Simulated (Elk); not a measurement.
Band structure of As (R-3m, 2 atoms in the cell).

```xyz
2
Lattice="3.6804 -1.8800 0.0000 3.6804 1.8800 0.0000 2.7200 0.0000 3.1114" Properties=species:S:1:pos:R:3 pbc="T T T"
As     2.2883     0.0000     0.7063
As     7.7924     0.0000     2.4051
```

Method of the run: PBE, all-electron FP-LAPW, Elk's shipped species files, default APW+lo basis run with Elk.

Settings: xctype = 20; swidth = 0.00183747 Ha; ngridk = 7 7 7; rmtscf = 0.93; maxscl = 100.

The starting cell has typed, rounded lattice constants, without a prior relaxation at this level. Values depend on the basis (sphere radii, cutoffs, local orbitals), which need not be converged.

Levels in eV from the Fermi level, bands 12 to 19:
```
point      12     13     14     15    16    17    18    19
-----  ------  -----  -----  -----  ----  ----  ----  ----
B      -10.63  -5.91  -5.43  -1.41  1.17  5.24  5.45  6.81
Z      -10.08  -1.75  -1.75  -0.58  0.72  0.72  1.79  8.08
Γ       -5.87  -2.59  -2.02  -2.02  1.68  2.89  2.89  6.86
X      -10.86  -6.18  -3.62  -3.56  3.19  3.23  5.41  6.32
```

No band crosses the Fermi level by more than 0.03 eV along this path.
